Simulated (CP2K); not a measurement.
CP2K run on LaSi2Au2 (I4/mmm, 5 atoms in the cell): self-consistent single point.

Method of the run: vdW-DF-cx, GPW, DZVP-MOLOPT-SR-GTH basis, GTH-PBE potentials (GTH_POTENTIALS) (CP2K 2026.2).

```
CELL_PARAMETERS angstrom
      5.96241     0.00000     0.00000
      2.73932     5.29590     0.00000
     -4.35086    -2.64795     3.09979
ATOMIC_POSITIONS crystal
  La 0.00000 0.00000 0.00000
  Si 0.61582 0.61582 0.00000
  Si 0.38418 0.38418 0.00000
  Au 0.75000 0.25000 0.50000
  Au 0.25000 0.75000 0.50000
```

Reference input (self-consistent single point, DFT PBEsol, GPW, DZVP-MOLOPT-SR-GTH basis, GTH-PBE potentials (GTH_POTENTIALS)): CUTOFF = 500 Ry; REL_CUTOFF = 50 Ry; SMEAR/METHOD = MARZARI_VANDERBILT; SIGMA = 0.136 eV; KPOINTS/SCHEME = MONKHORST-PACK 6 6 6; GAMMA_CENTERED = T; XC_FUNCTIONAL = PBE:PBESOL; La/BASIS_SET = DZVP-MOLOPT-SR-GTH-q11; La/POTENTIAL = GTH-PBE-q11; Si/BASIS_SET = DZVP-MOLOPT-SR-GTH-q4; Si/POTENTIAL = GTH-PBE-q4; Au/BASIS_SET = DZVP-MOLOPT-SR-GTH-q11. This run's input differs from it in these lines:

```diff
@@ -45,6 +45,15 @@
       &XC_FUNCTIONAL
-        &PBE
-          PARAMETRIZATION PBESOL
-        &END PBE
+        &GGA_X_LV_RPW86
+        &END GGA_X_LV_RPW86
+        &PW92
+        &END PW92
       &END XC_FUNCTIONAL
+      &VDW_POTENTIAL
+        DISPERSION_FUNCTIONAL NON_LOCAL
+        &NON_LOCAL
+          TYPE DRSLL
+          KERNEL_FILE_NAME vdW_kernel_table.dat
+          CUTOFF 100
+        &END NON_LOCAL
+      &END VDW_POTENTIAL
     &END XC
```

Output (repeated stretches shortened):

```
 SCF WAVEFUNCTION OPTIMIZATION

  Step     Update method      Time    Convergence         Total energy    Change
     1 NoMix/Diag. 0.30E+00      -     1.10913336      -106.6160172361 -1.07E+02
     2 Broy./Diag. 0.30E+00      -     0.21363455      -109.5459425225 -2.93E+00
     3 Broy./Diag. 0.30E+00      -     0.02926562      -106.9315282635  2.61E+00
     4 Broy./Diag. 0.30E+00      -     0.02676134      -106.2963113481  6.35E-01
     5 Broy./Diag. 0.30E+00      -     0.00660793      -106.1305624020  1.66E-01
     6 Broy./Diag. 0.30E+00      -     0.00189879      -106.1917298951 -6.12E-02
   [... 4 lines left out ...]
    11 Broy./Diag. 0.30E+00      -     0.00000443      -106.1831488049  4.15E-05
    12 Broy./Diag. 0.30E+00      -     0.00000099      -106.1831063685  4.24E-05
    13 Broy./Diag. 0.30E+00      -     0.00000031      -106.1831099656 -3.60E-06
    14 Broy./Diag. 0.30E+00      -     0.00000006      -106.1831104834 -5.18E-07
  *** SCF run converged in    14 steps ***

  Overlap energy of the core charge distribution:               0.00000000256825
  Self energy of the core charge distribution:               -200.02354029965659
  Core Hamiltonian energy:                                     53.43467694389956
  Hartree energy:                                              57.79701292115497
  Exchange-correlation energy:                                -17.53546346081522
  Dispersion energy:                                            0.14423431501619
  Smearing free energy correction:                             -0.00003090544259
  Fermi energy:                                                 0.36900879178035

  Total energy:                                              -106.18311048340901

                     Mulliken Population Analysis

   [... lines left out ...]

 STRESS| Analytical stress tensor [bar]
 STRESS|                        x                   y                   z
 STRESS|      x        1.85629572519E+04   9.64284979215E+02   5.39264725035E+00
 STRESS|      y        9.64284979215E+02   1.75643409091E+04   3.08705339609E+00
 STRESS|      z        5.39264725035E+00   3.08705339609E+00   1.69826334538E+04
 STRESS| 1/3 Trace                                             1.77033105383E+04
```

The run converged in 14 iterations. Against the reference run the pressure goes from 0.38 to 1.77 GPa and the largest force goes from 0.041 to 0.224 eV/Å.

The starting cell comes from a database of computed structures (which also holds hypothetical and non-ambient phases and stackings), without a prior relaxation at this level. Values carry the incompleteness of an atom-centred basis. The potentials were made for another functional than the one used.

Cost on one core of a shared machine: roughly 70 s.
